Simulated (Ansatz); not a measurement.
SiC: response to strain

The parent structure is SiC (space group P6_3mc, No. 186; a = 3.078 Å, c = 10.076 Å). Axes: x lies along a and z along c of the hexagonal cell.

Strains are applied to the cell and any free atomic positions relax; under biaxial strain the out-of-plane vector relaxes too; under stress the whole cell relaxes.

Calculations: r2SCAN, PAW, 500 eV (Ansatz, a first-principles code; spin-orbit coupling left out).

```csv
case,shortest interatomic distance,band gap,smallest direct gap,gap character
base,1.883 Å,2.60 eV,3.78 eV,"indirect, Γ → M"
"biaxial strain −1.66 %, plane normal [001], relaxed out of plane",1.860 Å,2.47 eV,3.72 eV,"indirect, Γ → M"
"biaxial strain −1.54 %, plane normal [001], relaxed out of plane",?,?,3.72 eV,"indirect, Γ → M"
"biaxial strain −0.90 %, plane normal [001], relaxed out of plane",1.870 Å,2.53 eV,3.75 eV,"indirect, Γ → M"
uniaxial strain ε_zz = −1.73 %,1.865 Å,2.59 eV,3.84 eV,"indirect, Γ → M"
"uniaxial stress, 0.5 GPa tension along x",1.883 Å,2.59 eV,3.77 eV,"indirect, Γ → Y"
"uniaxial stress, 5 GPa compression along z",1.877 Å,2.62 eV,3.81 eV,"indirect, Γ → M"
tensor shear ε_xz = +1.93 %,1.873 Å,2.41 eV,3.70 eV,"indirect, Γ → V₂"
```

### Question
Complete the table.

### Answer

- biaxial strain −1.54 %, plane normal [001], relaxed out of plane, shortest interatomic distance: 1.861 Å
- biaxial strain −1.54 %, plane normal [001], relaxed out of plane, band gap: 2.48 eV

Stability under load was not tested beyond the relaxation. Labels are those of the standard path for the cell's own space group.
